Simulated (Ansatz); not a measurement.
Base system: SiO2 (space group P3_221, No. 154).

```
CELL_PARAMETERS angstrom
      5.02211     0.00000     0.00000
     -2.51105     4.34927     0.00000
      0.00000     0.00000     5.51028
ATOMIC_POSITIONS crystal
  Si 0.47673 0.47673 0.00000
  Si 0.52327 0.00000 0.66667
  Si 0.00000 0.52327 0.33333
  O  0.41453 0.15915 0.87178
  O  0.84085 0.25538 0.53845
  O  0.15915 0.41453 0.12822
  O  0.58547 0.74462 0.79488
  O  0.25538 0.84085 0.46155
  O  0.74462 0.58547 0.20512
```

Cartesian axes are those of the cell as printed.

The values are results of PBE/PAW in Ansatz (a first-principles code), no spin-orbit coupling, not measurements.

Modification: an isotropic linear strain of −3.00 %; the atoms relax in the strained cell.

Q: Predict the stress tensor and what it implies for the stiffness.

A: Stress of the strained cell less that of the base (GPa, compression positive):
```
   3.50    0.00    0.00
   0.00    3.50    0.00
   0.00    0.00    4.29
```

Then B = −ΔP/(ΔV/V₀) with ΔV/V₀ = -0.0873 gives secant stiffness values (nonlinear terms included at this strain): B (at held cell shape, above the free-shape value) ≈ 43 GPa.

As a check, the harmonic strain energy −½ V₀ Δσ:ε is 14 meV/atom; the computed energy rise is 12 meV/atom.

Whether these cells are dynamically stable was not tested.
